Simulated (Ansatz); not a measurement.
# Fermi-surface data of ScGe (Cmcm)

Input:

```yaml
crystal:
  lattice:
    - [1.98479, -5.00166, 0.00000]
    - [1.98479, 5.00166, 0.00000]
    - [0.00000, 0.00000, 3.74105]
  atoms:
    - { symbol: Sc, position: [0.86335, 0.13665, 0.75000] }
    - { symbol: Sc, position: [0.13665, 0.86335, 0.25000] }
    - { symbol: Ge, position: [0.58960, 0.41040, 0.75000] }
    - { symbol: Ge, position: [0.41040, 0.58960, 0.25000] }
```

Method: PBEsol, rigid bands (plane waves, PAW, scalar-relativistic; Ansatz, a first-principles code). Cell: cell and atoms relaxed with PBEsol.

The density of states at the Fermi level is 2.01 states/(eV·cell), both spins. The bare Sommerfeld coefficient is 1.18 mJ/(mol of atoms·K²), the drude plasma energy is 2.3 (x), 3.0 (y), 5.6 (z) eV and the root-mean-square Fermi velocity is 4.7e5 m/s. The resistivity times τ is 96 (x), 53 (y), 15.5 (z) ×10⁻²² Ω·m·s.

A metal at this level (no band gap); rigid bands, thermally averaged at 300 K, both spins. Spin-orbit coupling is left out. τ is one relaxation time for all states.
